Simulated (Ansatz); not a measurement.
The parent structure is SnS2 in the 2H-MoS2 type structure (space group P6_3/mmc, No. 194; a = 3.589 Å, c = 11.889 Å; a hypothetical phase, not in the database extracts checked; layered, stacked along the Cartesian z axis).

Calculations: PBE-D3(BJ) (Ansatz, an electronic-structure program, PAW, no spin-orbit coupling), earlier PAW set.

One thing is altered: every lattice vector is stretched by 0.56 %, atoms relaxed at fixed cell.

Q: Estimate the effect on the energy relative to the base and largest internal atomic displacement.

A: The energy increases by 1.0 meV/atom; the largest internal atomic displacement amounts to 0.010 Å.

The cells carry an imposed strain or load. Whether these cells are dynamically stable was not tested. The final runs are not spin-polarised.
